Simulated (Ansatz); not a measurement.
# Parameter sweep on Zr₃AlN₂ (P6_3/mmc, 12 atoms in the cell)

```yaml
crystal:
  lattice:
    - [3.11654, 0.00000, 0.00000]
    - [-1.55827, 2.69900, 0.00000]
    - [0.00000, 0.00000, 17.95541]
  atoms:
    - { symbol: Zr, position: [0.00000, 0.00000, 0.00000] }
    - { symbol: Zr, position: [0.00000, 0.00000, 0.50000] }
    - { symbol: Zr, position: [0.33333, 0.66667, 0.13500] }
    - { symbol: Zr, position: [0.66667, 0.33333, 0.63500] }
    - { symbol: Zr, position: [0.66667, 0.33333, 0.86500] }
    - { symbol: Zr, position: [0.33333, 0.66667, 0.36500] }
    - { symbol: Al, position: [0.00000, 0.00000, 0.25000] }
    - { symbol: Al, position: [0.00000, 0.00000, 0.75000] }
    - { symbol: N, position: [0.33333, 0.66667, 0.57250] }
    - { symbol: N, position: [0.66667, 0.33333, 0.07250] }
    - { symbol: N, position: [0.66667, 0.33333, 0.42750] }
    - { symbol: N, position: [0.33333, 0.66667, 0.92750] }
```

Base run A: PBE (Ansatz, a program for electronic structure), self-consistent single point.

Its settings: basis.ecutwfc = 420 eV; kpoints.mp_grid.grid = 10 10 2; hamiltonian.xc = pbe; hamiltonian.pseudopotentials = {kind: paw} (the program's default PAW files); scf.occupations.method = fermi_dirac; scf.occupations.width = 0.1 eV.

The starting cell was generated: these elements placed on a structure prototype, without a prior relaxation; it need not be a known phase or ordering of this composition. In the base run, with a pressure of about 44 GPa the cell is away from its equilibrium volume at this level. In the base run, forces exceed 1 eV/Å. Ansatz's pressure includes its estimate of the finite-basis (Pulay) stress.

ΔF is the free energy per atom less that of run A. 

Run A gave: pressure (GPa) 44.44; largest force (eV/Å) 1.385; TS (meV/atom) 11.5; k-points 28.

Runs:
- B: kpoints.mp_grid.grid, scf.occupations.width = 7 7 1, 0.03 eV
- C: kpoints.mp_grid.grid, scf.occupations.width = 7 7 1, 0.1 eV
- D: kpoints.mp_grid.grid, scf.occupations.width = 7 7 1, 0.3 eV
- E: kpoints.mp_grid.grid, scf.occupations.width = 8 8 2, 0.03 eV
- F: kpoints.mp_grid.grid, scf.occupations.width = 8 8 2, 0.1 eV
- G: kpoints.mp_grid.grid, scf.occupations.width = 8 8 2, 0.3 eV
- H: kpoints.mp_grid.grid, scf.occupations.width = 10 10 2, 0.03 eV
- I: kpoints.mp_grid.grid, scf.occupations.width = 10 10 2, 0.3 eV
- J: kpoints.mp_grid.grid, scf.occupations.width = 12 12 2, 0.03 eV
- K: kpoints.mp_grid.grid, scf.occupations.width = 12 12 2, 0.1 eV
- L: kpoints.mp_grid.grid, scf.occupations.width = 12 12 2, 0.3 eV

Question: What does run L change against A?

Answer: The free energy drops by 45.9 meV/atom, the pressure goes from 44.44 to 44.91 GPa and the largest force hardly changes (1.385 to 1.378 eV/Å).

```json
[
 {"run": "A", "ΔF (meV/atom)": "0.00", "pressure (GPa)": "44.44", "largest force (eV/Å)": "1.385", "TS (meV/atom)": "11.5", "k-points": "28"},
 {"run": "B", "ΔF (meV/atom)": "4.5", "pressure (GPa)": "44.28", "largest force (eV/Å)": "1.426", "TS (meV/atom)": "1.2", "k-points": "8"},
 {"run": "C", "ΔF (meV/atom)": "-0.69", "pressure (GPa)": "44.41", "largest force (eV/Å)": "1.474", "TS (meV/atom)": "11.0", "k-points": "8"},
 {"run": "D", "ΔF (meV/atom)": "-45.7", "pressure (GPa)": "44.91", "largest force (eV/Å)": "1.397", "TS (meV/atom)": "104.1", "k-points": "8"},
 {"run": "E", "ΔF (meV/atom)": "5.2", "pressure (GPa)": "44.27", "largest force (eV/Å)": "1.384", "TS (meV/atom)": "1.5", "k-points": "20"},
 {"run": "F", "ΔF (meV/atom)": "-0.78", "pressure (GPa)": "44.39", "largest force (eV/Å)": "1.427", "TS (meV/atom)": "12.0", "k-points": "20"},
 {"run": "G", "ΔF (meV/atom)": "-46.5", "pressure (GPa)": "44.88", "largest force (eV/Å)": "1.376", "TS (meV/atom)": "104.2", "k-points": "20"},
 {"run": "H", "ΔF (meV/atom)": "5.3", "pressure (GPa)": "44.35", "largest force (eV/Å)": "1.379", "TS (meV/atom)": "1.1", "k-points": "28"},
 {"run": "I", "ΔF (meV/atom)": "-46.0", "pressure (GPa)": "44.90", "largest force (eV/Å)": "1.382", "TS (meV/atom)": "104.7", "k-points": "28"},
 {"run": "J", "ΔF (meV/atom)": "6.6", "pressure (GPa)": "44.37", "largest force (eV/Å)": "1.358", "TS (meV/atom)": "1.1", "k-points": "38"},
 {"run": "K", "ΔF (meV/atom)": "0.87", "pressure (GPa)": "44.46", "largest force (eV/Å)": "1.378", "TS (meV/atom)": "12.4", "k-points": "38"},
 {"run": "L", "ΔF (meV/atom)": "-45.9", "pressure (GPa)": "44.91", "largest force (eV/Å)": "1.378", "TS (meV/atom)": "105.1", "k-points": "38"}
]
```

Keys are those of Ansatz 0.2.
